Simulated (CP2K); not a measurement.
Input and output of a self-consistent single point for ZnInGaO4 (R3m, 7 atoms in the cell) (CP2K).

Method of the run: PBE, GPW, DZVP-MOLOPT-SR-GTH basis, GTH-PBE potentials (GTH_POTENTIALS) (CP2K).

The change in words: lattice scaled by 0.98. Reference geometry:
```
CELL_PARAMETERS angstrom
      9.06125     0.00000     0.00000
      8.43967     3.29822     0.00000
      8.43967     1.59054     2.88937
ATOMIC_POSITIONS crystal
  In 0.00000 0.00000 0.00000
  Ga 0.78290 0.78290 0.78290
  Zn 0.21710 0.21710 0.21710
  O  0.87180 0.87180 0.87180
  O  0.12820 0.12820 0.12820
  O  0.70720 0.70720 0.70720
  O  0.29280 0.29280 0.29280
```

Reference input (self-consistent single point, DFT PBE, GPW, DZVP-MOLOPT-SR-GTH basis, GTH-PBE potentials (GTH_POTENTIALS)): CUTOFF = 600 Ry; REL_CUTOFF = 40 Ry; SMEAR/METHOD = FERMI_DIRAC; ELECTRONIC_TEMPERATURE = 1160.45 K; KPOINTS/SCHEME = MONKHORST-PACK 7 7 7; XC_FUNCTIONAL = PBE; In/BASIS_SET = DZVP-MOLOPT-SR-GTH; In/POTENTIAL = GTH-PBE-q13; Ga/BASIS_SET = DZVP-MOLOPT-SR-GTH; Ga/POTENTIAL = GTH-PBE-q13; Zn/BASIS_SET = DZVP-MOLOPT-SR-GTH; Zn/POTENTIAL = GTH-PBE-q12. This run's input differs from it in these lines:

```diff
@@ -62,4 +62,4 @@
     &CELL
-      ABC 9.06125300 9.06125366 9.06125322
-      ALPHA_BETA_GAMMA 21.34557653 21.34557990 21.34556969
+      ABC 8.88002800 8.88002784 8.88002830
+      ALPHA_BETA_GAMMA 21.34557312 21.34557564 21.34556809
       PERIODIC XYZ
```

The program printed (abridged):

```
 SCF WAVEFUNCTION OPTIMIZATION

  Step     Update method      Time    Convergence         Total energy    Change
     1 NoMix/Diag. 0.30E+00      -     1.84969407      -255.9837853698 -2.56E+02
     2 Broy./Diag. 0.30E+00      -     0.29335968      -249.4593564234  6.52E+00
     3 Broy./Diag. 0.30E+00      -     0.09118993      -254.9142162692 -5.45E+00
     4 Broy./Diag. 0.30E+00      -     0.03873307      -255.7380956593 -8.24E-01
     5 Broy./Diag. 0.30E+00      -     0.01620955      -255.6347447164  1.03E-01
     6 Broy./Diag. 0.30E+00      -     0.00214544      -255.6944078109 -5.97E-02
   [... 4 lines left out ...]
    11 Broy./Diag. 0.30E+00      -     0.00003051      -255.6710586869 -9.53E-05
    12 Broy./Diag. 0.30E+00      -     0.00001817      -255.6709801166  7.86E-05
    13 Broy./Diag. 0.30E+00      -     0.00000122      -255.6709611202  1.90E-05
    14 Broy./Diag. 0.30E+00      -     0.00000049      -255.6709709309 -9.81E-06
  *** SCF run converged in    14 steps ***

  Overlap energy of the core charge distribution:               0.00000001097149
  Self energy of the core charge distribution:               -433.00002121624800
  Core Hamiltonian energy:                                    131.11397541361092
  Hartree energy:                                              87.23688829423040
  Exchange-correlation energy:                                -41.02158808772128
  Electronic entropic energy:                                  -0.00022534577556
  Fermi energy:                                                 0.23916592651849

  Total energy:                                              -255.67097093088762
  Total energy (extrapolated to T->0):                       -255.67085825799984

                     Mulliken Population Analysis

   [... lines left out ...]

 STRESS| Analytical stress tensor [bar]
 STRESS|                        x                   y                   z
 STRESS|      x        8.30738258564E+04  -1.06991916332E+04  -6.32337900212E+03
 STRESS|      y       -1.06991916332E+04   1.37828732901E+05  -1.19172833921E+03
 STRESS|      z       -6.32337900212E+03  -1.19172833921E+03   1.39139939869E+05
 STRESS| 1/3 Trace                                             1.20014166209E+05
```

The run converged in 14 iterations. Against the reference run the free energy rises by 25.1 meV/atom, the pressure goes from 1.02 to 12.00 GPa and the largest force goes from 1.756 to 2.059 eV/Å.

The starting cell was generated: these elements placed on a structure prototype, without a prior relaxation; it need not be a known phase or ordering of this composition. Its lattice was rescaled by a random factor within 2.5 % of one. For this run, on top of that: lattice scaled by 0.98. Values carry the incompleteness of an atom-centred basis. With a pressure of about 12 GPa the cell is away from its equilibrium volume at this level. Forces in this geometry exceed 1 eV/Å. The run gives no clean gap (levels at the Fermi energy touch, overlap or are partly filled at this smearing), which alone does not show that the compound is a metal.

Cost on one core of a shared machine: roughly 4 min.
